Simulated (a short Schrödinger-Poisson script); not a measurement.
From a short Schrödinger-Poisson script (our own, NumPy): 1D Poisson equation in equilibrium, electrons quantum, Hartree (BenDaniel-Duke, 40 states a valley, the channel's in-plane mass for all, wave functions free to enter the barrier), parabolic valleys, classical holes, donors ionised by Fermi statistics, acceptors fully, no traps, pinning or gate leakage.

Stack: gated In0.52Al0.48As/In0.53Ga0.47As modulation-doped gas in a quantum well, at 77 K.

From the gate side: 8 nm In0.52Al0.48As; 30 nm In0.52Al0.48As, donors 1.3e18 cm⁻³; 2 nm In0.52Al0.48As; 20 nm In0.53Ga0.47As; 4000 nm In0.52Al0.48As, acceptors 3e14 cm⁻³.

The device is made up for the run: typed textbook-type constants, with dimensions and the other settings drawn at random. In0.52Al0.48As: permittivity 12.5, conduction-band edge (eV) 0.52, gap (eV) 1.45, electron mass (mₑ) 0.075, Nv at 300 K (cm⁻³) 1.1e19. In0.53Ga0.47As: permittivity 13.9, conduction-band edge (eV) 0, gap (eV) 0.74, Nv at 300 K (cm⁻³) 7.7e18.

Channel valleys (confinement mass, in-plane density-of-states mass, number): Γ 0.041, 0.041, 1. At the gate the conduction-band edge of layer 1 lies 0.65 eV − eVg above the Fermi level of the channel; the field vanishes at the back. Donor level 0.006 eV below the band edge. The barrier under the gate holds no holes. Gaps are held at their typed values at every temperature. Mesh 0.08 nm at interfaces.

### Question
Give the capacitance at Vg = 0.4 V (μF/cm²); the gate voltage at 1e11 electrons/cm² (V); the centroid of the channel electrons at Vg = 0.4 V (nm).

### Answer
capacitance at Vg = 0.4 V (μF/cm²): 0.612; gate voltage at 1e11 electrons/cm² (V): -1.03; centroid of the channel electrons at Vg = 0.4 V (nm): 6.28.
